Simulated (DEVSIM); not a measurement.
Structure: abrupt Si p-n junction, at 350 K.

Layer 1 from the left is Si, thickness (μm) 56.0, Na (cm⁻³) 2.5e16, τn (s) 0.00051, τp (s) 0.00051. Layer 2 from the left is Si, thickness (μm) 0.640, Nd (cm⁻³) 1.6e16, τn (s) 0.00051, τp (s) 0.00051.

Left contact: ohmic. Right contact: ohmic. Voltage is applied to the left contact. Recombination: SRH at mid-gap, radiative. Mobility is μmin + (μ − μmin)/(1 + (N/Nref)^α).

The device is made up for the run: typed textbook-type constants, with dimensions and the other settings drawn at random. Values at 300 K; Nc and Nv go as T^1.5, mobilities as T to minus their exponent, the gap by Varshni's rule with the affinity fixed.

Si: gap (eV) 1.124, affinity (eV) 4.05, permittivity 11.7, Nc (cm⁻³) 2.86e19, Nv (cm⁻³) 3.1e19, μn (cm²/Vs) 1417, μp (cm²/Vs) 470, μn,min 52, μp,min 45, Nref,n 9.7e16, Nref,p 2.2e17, αn 0.68, αp 0.72, T exponent of μn 2.3, T exponent of μp 2.2, B (cm³/s) 4.7e-15, Varshni α (eV/K) 0.000473, Varshni β (K) 636.

DEVSIM, 1D drift-diffusion, Boltzmann statistics, complete ionisation; no tunnelling, impact ionisation, image-force lowering or self-heating.

Dark forward current:

| |V| (V) | |J| (A/cm²) |
|---|---|
| 0.05 | 1.158e-6 |
| 0.10 | 7.120e-6 |
| 0.15 | 3.788e-5 |
| 0.20 | 0.0001965 |
| 0.25 | 0.001014 |
| 0.30 | 0.005219 |
| 0.35 | 0.02675 |
| 0.40 | 0.1350 |
| 0.45 | 0.6386 |
| 0.50 | 2.453 |
| 0.55 | 6.594 |
| 0.60 | 12.95 |
| 0.65 | 20.97 |
| 0.70 | 30.28 |
| 0.75 | 40.73 |
| 0.80 | 52.22 |
| 0.85 | 64.71 |
| 0.90 | 78.20 |
| 0.95 | 92.68 |
| 1.00 | 108.2 |
| 1.05 | 124.7 |
| 1.10 | 142.2 |
| 1.15 | 160.7 |
| 1.20 | 180.4 |
| 1.25 | 201.1 |
| 1.30 | 222.9 |

Problem. Work out the local ideality factor n = ΔV / (kT/q · ln(J2/J1)) between the rows 0.15 and 0.20 V, 1.25 and 1.30 V.

Solution. kT/q = 30.16 mV. From 0.15 to 0.20 V: ln(0.0001965/3.788e-5) = 1.646, n = 1.01, near the 1 of diffusion or emission over a barrier. From 1.25 to 1.30 V: ln(222.9/201.1) = 0.103, n = 16.11.

Problem. Estimate the current at 0.25 V from the Shockley equation with J0 = Σ q ni² D/(N L) coth(W/L), τ joining the SRH, radiative and Auger lifetimes that are on, and W taken as the whole layer.

Solution. ni² = 1.43e23 cm⁻⁶; electrons in the p layer: μ = 722 cm²/Vs, D = 21.8 cm²/s, τ = 0.000481 s, L = 1020 μm, W/L = 0.055, term 3.56e-9 A/cm²; holes in the n layer: μ = 295 cm²/Vs, D = 8.90 cm²/s, τ = 0.000491 s, L = 661 μm, W/L = 0.00097, term 1.99e-7 A/cm². J0 = 2.02e-7 A/cm², and J = J0 exp(qV/kT) = 0.000805 A/cm². The simulation gives 0.00101 A/cm²; the estimate lies 21 % below. The estimate leaves out recombination in the depletion region and that region's share of W.
